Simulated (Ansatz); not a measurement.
Input and output of a self-consistent single point for RhAu (Fd-3m, 4 atoms in the cell) (Ansatz, a quantum-chemistry and plane-wave program).

Level of theory: PBE (plane waves, PAW; Ansatz).

```yaml
crystal:
  lattice:
    - [0.00000, 3.11325, 3.11325]
    - [3.11325, 0.00000, 3.11325]
    - [3.11325, 3.11325, 0.00000]
  atoms:
    - { symbol: Rh, position: [0.75000, 0.75000, 0.75000] }
    - { symbol: Rh, position: [0.50000, 0.50000, 0.50000] }
    - { symbol: Au, position: [0.00000, 0.00000, 0.00000] }
    - { symbol: Au, position: [0.25000, 0.25000, 0.25000] }
```

Reference input (self-consistent single point, DFT, PBE, plane waves, default PAW files): basis.ecutwfc = 30.9 Ry; kpoints.mp_grid.grid = 7 7 7; hamiltonian.xc = pbe; hamiltonian.pseudopotentials = {kind: paw} (the program's default PAW files); scf.occupations.method = fermi_dirac; scf.occupations.width = 0.01 Ry. This run's input differs from it in these lines:

Ansatz 0.2 input:
```diff
@@ -13,3 +13,3 @@
 kpoints:
-  mp_grid: { grid: [7, 7, 7] }
+  mp_grid: { grid: [5, 5, 5] }
 hamiltonian:
```

The program printed (abridged):

```
SCF iter   1: F=—  HF=-39103.241210 eV  |F-HF|=—  |Δ(HF+E_count)|=         —  Δρ=7.53e-3  dr2=1.33e-2  ethr=1.77e-3  ⟨swp⟩=5.5  Hψ=1379  notcnv=0  defer=8
all-band conjugate gradients solve this SCF's bands
preconditioner: auto → Kerker (q_TF=auto, 2.810 Å⁻¹)
SCF iter   2: F=—  HF=-39103.243610 eV  |F-HF|=—  |Δ(HF+E_count)|=   2.40e-3  Δρ=3.84e-3  dr2=3.84e-3  ethr=1.85e-5  ⟨swp⟩=2.1  Hψ=663  notcnv=0  defer=9
SCF iter   3: F=—  HF=-39103.243458 eV  |F-HF|=—  |Δ(HF+E_count)|=   1.52e-4  Δρ=3.41e-4  dr2=3.34e-5  ethr=5.34e-6  ⟨swp⟩=1.7  Hψ=443  notcnv=0  defer=9
SCF iter   4: F=—  HF=-39103.243464 eV  |F-HF|=—  |Δ(HF+E_count)|=   6.09e-6  Δρ=8.65e-5  dr2=5.42e-6  ethr=4.64e-8  ⟨swp⟩=2.0  Hψ=695  notcnv=0  defer=9
SCF iter   5: F=—  HF=-39103.243464 eV  |F-HF|=—  |Δ(HF+E_count)|=   2.57e-7  Δρ=2.38e-5  dr2=6.46e-7  ethr=7.53e-9  ⟨swp⟩=1.1  Hψ=462  notcnv=0  defer=9
SCF iter   6: F=-39103.243464 eV  HF=-39103.243464 eV  |F-HF|=1.35e-9  |Δ(HF+E_count)|=   8.21e-8  Δρ=5.58e-6  dr2=1.32e-8  ethr=1.39e-10  ⟨swp⟩=7.4  Hψ=1625  notcnv=0
SCF 1 converged in 6 iterations: F = -39103.243464 eV  dr2 = 1.32e-8
Free energy (F): -39103.243464 eV
Internal energy: -39102.940288 eV  (E = F + TS)
E sigma→0 (E₀):  -39103.091876 eV
Entropy (-TS):   -0.303176 eV (-75.794 meV/atom)
Fermi energy:    21.676803 eV
--- Forces (eV/Å), atoms counted from 1 ---
  atom   1  Rh    -0.00000000     0.00000000    -0.00000000
   [... zero for the other atoms too ...]
--- Stress (GPa, compression-positive) ---
       15.330580       0.000000      -0.000000
        0.000000      15.330580       0.000000
       -0.000000       0.000000      15.330580
  P = ⅓ Tr σ = 15.3306 GPa (153.306 kbar)
  The stress holds the Pulay correction. Without it, at fixed plane waves, as pw.x and ABINIT print it: P = 15.2465 GPa
```

The run converged in 6 iterations. Against the reference run the free energy falls by 7.7 meV/atom and the pressure goes from 15.54 to 15.33 GPa.

The starting cell was generated: these elements placed on a structure prototype, without a prior relaxation; it need not be a known phase or ordering of this composition. Spin polarisation is off. With a pressure of about 15 GPa the cell is away from its equilibrium volume at this level. Ansatz's pressure includes its estimate of the finite-basis (Pulay) stress.
